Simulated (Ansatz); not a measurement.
Abridged Ansatz (an electronic-structure program) output:

```
Relaxation: its limit of steps is 50 (relax.max_steps)
Pseudopotential: Lu, paw, valence charge 25
Crystal: 2 atoms, lattice volume = 59.339 Å³
Basis set: ecut = 420 eV, 1141 PW (Γ), exchange–correlation on 48×48×80 points (8 copies of the dense FFT grid, shifted against one another)
Bands: 31, of which v1, the nominal top of the filled ones, is band 25 counted from 1 (24 counted from 0)
Symmetry: 24 space group operations
k-points: 240 of 3971
Functional: x = pbesol(κ = 0.804, μ = 0.12345679012345678), c = pbesol(β = 0.046)
SCF iter   1: F=—  HF=-29222.982376 eV  |F-HF|=—  |Δ(HF+E_count)|=         —  Δρ=1.88e-3  dr2=1.23e-3  ethr=1.77e-3  ⟨swp⟩=5.2  Hψ=31663  notcnv=0
SCF iter   2: F=—  HF=-29222.976677 eV  |F-HF|=—  |Δ(HF+E_count)|=   5.70e-3  Δρ=1.66e-3  dr2=1.30e-3  ethr=2.46e-6  ⟨swp⟩=3.5  Hψ=22409  notcnv=0
SCF 1 converged in 10 iterations: F = -29222.975104 eV  dr2 = 5.78e-12
relax step   1: F+E_penalty+E_count = -29222.97510428 eV  Δ(F+E_penalty+E_count) = +0.000e0 eV  max|allowed force component| = 2.776e-17 eV/Å  Δτ_max = 0.0000 Å  (10 SCF iters, accepted)
SCF converged after 10 iterations
Free energy (F): -29222.975104 eV
Internal energy: -29222.865766 eV  (E = F + TS)
E sigma→0 (E₀):  -29222.920435 eV
Entropy (-TS):   -0.109339 eV (-54.669 meV/atom)
Fermi energy:    13.285480 eV
--- Forces (eV/Å), atoms counted from 1 ---
  atom   1  Lu     0.00000000    -0.00000000     0.00000000
  atom   2  Lu    -0.00000000     0.00000000     0.00000000
--- Stress (GPa, compression-positive) ---
       -3.266180       0.000000       0.000000
        0.000000      -3.266180       0.000000
        0.000000       0.000000      -3.155948
  P = ⅓ Tr σ = -3.2294 GPa (-32.294 kbar)
--- Relaxed structure (1 steps of the walk, 1 accepted, 0 SCFs on fresh bases) ---
  atoms:
    - { symbol: Lu, position: [0.6666666666666667, 0.3333333333333333, 0.7500000000000001] }
    - { symbol: Lu, position: [0.3333333333333333, 0.6666666666666666, 0.25] }
```

What was computed, and what are the main results?

Lu, 2 atoms in the cell, with PBEsol (Ansatz, PAW, spin-orbit coupling left out). The last SCF converged to F = -29222.975104 eV, or -14611.4876 eV per atom, at a pressure of -3.23 GPa. The total energy compares only with runs of the same code, potentials and settings.

The cells carry an imposed strain or load. Stability against distortions was not tested. The cell was made from Lu in the hcp (Mg type) structure (space group P6_3/mmc, No. 194) by this change: isotropic strain +2.50 %.

Keys are those of Ansatz 0.2.
